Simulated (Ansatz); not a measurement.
Take CdS in the zinc blende structure (space group F-43m, No. 216; a = 5.8248 Å) as the base.

Now apply this change: every lattice vector is stretched by 0.87 %; the atoms relax in the strained cell.

Level of theory: PBEsol (Ansatz, a quantum-chemistry and plane-wave program; PAW; 420 eV plane waves; no SOC), earlier PAW set.

Base, band edges from the VBM (valence, conduction): X -1.92, 3.39; W -2.24, 5.29; L -0.77, 2.89; Γ 0.00, 1.01; K -1.56, 4.10; U -1.56, 4.10 eV.

Q: Give the band edges at the high-symmetry points of the new zone, measured from its valence-band maximum.

A: 
```csv
point,valence edge (eV),conduction edge (eV)
Γ,0.00,0.96
X,-1.83,3.43
U,-1.49,4.11
K,-1.49,4.11
L,-0.73,2.85
W,-2.15,5.27
```

The gap is 0.96 eV, direct at Γ.

No phonon test of stability was made.
